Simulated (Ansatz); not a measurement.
Base system: TiB2 (space group P6/mmm, No. 191; a = 3.017 Å, c = 3.185 Å). Axes: x lies along a and z along c of the hexagonal cell.

Method: PBEsol in Ansatz (plane waves to 420 eV, PAW, no SOC).

Base values:

- Pressure = 0.0 GPa
- Band gap = zero
- Volume per atom = 8.37 Å³

Perturbation: tensile biaxial strain of 0.22 % in the plane normal to [001], as in epitaxy on a mismatched substrate; the out-of-plane cell vector and the atoms relax.

Question: What happens to the pressure, band gap and volume per atom?

Answer: The pressure (mean of the normal stresses, compression positive) goes from zero to -1.0 GPa; the band gap stays zero; the volume per atom goes up by 0.03 Å³ (8.37 Å³ → 8.40 Å³).

A case with no gap was solved on a k-mesh chosen for an insulator, which is coarse for it. Without a gap, meshes like the base's 13×13×10 leave anisotropic stresses uncertain by several tenths of a GPa, and small strain energies with them. Whether these cells are dynamically stable was not tested. The final runs are not spin-polarised.

Ansatz is a program for electronic structure.
